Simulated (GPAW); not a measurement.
Worked example: self-consistent single point of TmZn (P4mm, 2 atoms in the cell) in GPAW.

Method: LDA (Perdew-Wang 92), GPAW PAW datasets LDA (gpaw-data 1.0.1) (plane waves; GPAW).

```
TmZn
1.0
    3.48325     0.00000     0.00000
    0.00000     3.48325     0.00000
    0.00000     0.00000     3.48325
Tm Zn
1 1
Direct
  0.00000   0.00000   0.01435
  0.50000   0.50000   0.50000
```
Moments meant for the start (each program seeds them in its own way; μB, in the order of the atoms Tm Zn): 2.0 0.0.

Reference input (self-consistent single point, DFT LDA (Perdew-Wang 92), plane waves, GPAW PAW datasets LDA (gpaw-data 1.0.1)): spinpol = true; mode = pw; ecut = 800 eV; xc = LDA; kpts = 4 4 4; mesh shift (steps) = 0 0 0; occupations.name = fermi-dirac; occupations.width = 0.1 eV; nbands = -8; convergence.density = 1e-05 e/electron; symmetry.symmorphic = false; symmetry.tolerance = 0.0005. This run's input differs from it in these lines:

```diff
@@ -16,2 +16,3 @@
             mode={'name': 'pw', 'ecut': 800},
+            h=0.25,
             xc='LDA',
```

Output, abridged:

```
Input parameters:
  convergence: {density: 1e-05}
  h: 0.25
  kpts: {gamma: True,
         size: (4, 4, 4)}
  maxiter: 100
  mode: {ecut: 800,
         name: pw}
  nbands: -8
  occupations: {name: fermi-dirac,
                width: 0.1}
  spinpol: True
  symmetry: {symmorphic: False,
             tolerance: 0.0005}

species:
  Tm:
    name: Thulium
    Z: 69.0
    valence: 23
    core: 46
    charge: 0.0
    file: Tm.LDA.gz

    # Using partial waves for Tm as LCAO basis

  Zn:
    name: Zinc
    Z: 30.0
    valence: 12
    core: 18
    charge: 0.0
    file: Zn.LDA.gz

    # Using partial waves for Zn as LCAO basis

Reference energy: -417746.342612  # eV

Spin-polarized calculation.
Initial magnetic moment: 2.000000

Convergence criteria:
 Maximum [total energy] change in last 3 cyles: 0.0005 eV / valence electron
 Maximum integral of absolute [dens]ity change: 1e-05 electrons / valence electron
 Maximum integral of absolute [eigenst]ate change: 4e-08 eV^2 / valence electron
 Maximum number of scf [iter]ations: 100

Symmetries present (total): 8
Symmetries with fractional translations: 0
64 k-points: 4 x 4 x 4 Monkhorst-Pack grid + [1/8,1/8,1/8]
18 k-points in the irreducible part of the Brillouin zone
       k-points in crystal coordinates                weights
   0:     0.00000000    0.00000000    0.00000000          1/64
   1:     0.00000000    0.00000000    0.25000000          2/64
   2:     0.00000000    0.00000000    0.50000000          1/64
   [... 7 lines left out ...]
          ...
  17:     0.50000000    0.50000000    0.50000000          1/64

Traceback (most recent call last):
   [... frames left out ...]
AssertionError
```

The program stopped before any SCF iteration. 

The starting cell comes from a database of computed structures (which also holds hypothetical and non-ambient phases and stackings), without a prior relaxation at this level. Its lattice was rescaled by up to half a per cent. One atom was moved a little off its site on purpose. Spin-orbit coupling is off.
